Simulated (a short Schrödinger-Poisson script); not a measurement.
From a short Schrödinger-Poisson script (our own, NumPy): one-band effective-mass equation with BenDaniel-Duke matching, electrons, heavy and light holes apart, hard walls at the outer ends, one valence edge for both holes (no strain splitting), no charge, excitons, band mixing or non-parabolicity; under a field the levels are quasi-bound states of a box, listed while three quarters of their weight lies within 4 nm of the wells.

Structure: single CdTe/Cd0.6Zn0.4Te quantum well.

From the first side: 20 nm Cd0.6Zn0.4Te; 8 nm CdTe; 20 nm Cd0.6Zn0.4Te.

Constants are typed, rounded textbook-type inputs, not results; the design itself was drawn at random and stands for no fabricated device. CdTe: direct gap (eV) 1.5, conduction-band edge (eV) 0, electron mass (mₑ) 0.096, heavy-hole mass 0.6, light-hole mass 0.12. Cd0.6Zn0.4Te: direct gap (eV) 1.74, conduction-band edge (eV) 0.192, electron mass (mₑ) 0.1, heavy-hole mass 0.6, light-hole mass 0.13.

The valence-band edge of each layer lies one gap below its conduction-band edge. The electron's potential energy rises along the stack by the applied field. Mesh 0.03 nm at interfaces.

Give the e2 − e1 (meV); the hh1 − lh1 (meV); the squared e1-hh1 overlap at zero applied field.

e2 − e1 (meV): 89.1; hh1 − lh1 (meV): 10.9; squared e1-hh1 overlap at zero applied field: 1.00. Excitons are left out, and strain enters only through the typed gaps and offsets, so measured lines lie elsewhere.
